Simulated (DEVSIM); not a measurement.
System: Pd/SiO2/p-Ge capacitor, at 300 K.

Layer 1 from the left is SiO2, thickness (nm) 1.30. Layer 2 from the left is Ge, thickness (nm) 11000, Na (cm⁻³) 2.9e15.

Metal gate on the left, work function 5.2 eV. Fixed charge at the semiconductor interface 0 cm⁻² (in units of +e); no interface traps.

Constants are typed, rounded textbook-type inputs, not results; the design itself was drawn at random and stands for no fabricated device. Values at 300 K.

SiO2: gap (eV) 9, affinity (eV) 0.9, permittivity 3.9. Ge: gap (eV) 0.664, affinity (eV) 4, permittivity 16, Nc (cm⁻³) 1.04e19, Nv (cm⁻³) 6e18.

Simulated with DEVSIM: 1D Poisson equation in equilibrium, Boltzmann statistics, complete ionisation; no quantum confinement or tunnelling. Metal contacts follow the ideal Schottky-Mott rule: no Fermi-level pinning, no interface dipoles.

Q: What does the simulation give for the minimum of the low-frequency capacitance, the threshold voltage (band bending 2φF), the flat-band voltage?

A: minimum of the low-frequency capacitance 0.0484 μF/cm²; threshold voltage (band bending 2φF) 1.00 V; flat-band voltage 0.73 V.
